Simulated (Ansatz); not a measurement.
L1₂ (Cu3Au-type) Ni3Al, treated with r²SCAN in Ansatz (PAW).

Total energies, extrapolated to zero smearing (they compare only within this program, potentials and cutoff):

Magnetic elements are taken in their magnetic phases.

```csv
system,energy (eV/atom)
"L1₂ (Cu3Au-type) Ni3Al, relaxed",-4519.4955
fcc Al,-540.4103
fcc Ni,-5845.2914
```

Problem. Work out the enthalpy of formation per atom.

Solution. ΔH_f ≈ ΔE = -4519.4955 − [1 × (-540.4103) + 3 × (-5845.2914)]/4 = -0.424 eV/atom (0 K, no vibrations). The reference value is -0.420 ± 0.02 eV/atom (measured, 298 K, copied from a table, unchecked, not corrected to a static lattice; as tabulated in Wang et al. (2021), doi:10.1038/s41598-021-94550-5), a difference of -0.004 eV/atom.

The PAW data were made under PBE.

The crystal was run with parallel moments.

Ansatz is a program for electronic structure.
